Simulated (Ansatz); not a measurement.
The parent structure is AlN in the rock salt structure (space group Fm-3m, No. 225; a = 4.045 Å; a model cell, its experimental status unchecked). Axes: x, y, z lie along the cube axes.

The change: uniaxial stress, 2 GPa tension along z, with the cell and atoms free to relax against it.

Levels (all Ansatz, a program for electronic structure, PAW): PBEsol (420 eV, spin-orbit coupling left out); r2SCAN (500 eV, no SOC); HSE06 (420 eV, no SOC).

One geometry, relaxed with PBEsol, under each level:

| level | band gap | lowest conduction level above the VBM at special points | electron mass | hole mass | pressure |
|---|---|---|---|---|---|
| PBEsol | 4.46 eV | X 4.46 eV; M 4.53 eV; Γ 5.56 eV; S₀ 5.79 eV | 0.58 mₑ along k, 0.33 mₑ across (at X) | 0.32 mₑ along z, 0.91 mₑ across (at Γ) | -0.67 GPa |
| r2SCAN | 5.38 eV | X 5.38 eV; M 5.45 eV; Γ 6.37 eV; S₀ 6.73 eV | 0.57 mₑ along k, 0.34 mₑ across (at X) | 0.32 mₑ along z, 0.90 mₑ across (at Γ) | -2.21 GPa |
| HSE06 | 5.93 eV | X 5.93 eV; M 6.00 eV; Γ 7.10 eV | – | – | – |

Single points use the geometry relaxed with PBEsol. Their cutoffs differ, which shifts pressures a little. The hybrid gap comes from the SCF mesh plus the semilocal run's edge points and a few special points and is an upper bound. Load acts through the strain it causes; cell and atoms are relaxed under it. Masses are band curvatures over ±0.01 Å⁻¹ around the edge. Along k means along the line from Γ to the band edge. Beyond what the load breaks, stability against distortions was not tested. The base started in Pnma and relaxed to Fm-3m at this level. This is not the structure that AlN has at room temperature and ambient pressure. k-point labels follow each cell's own Brillouin zone.
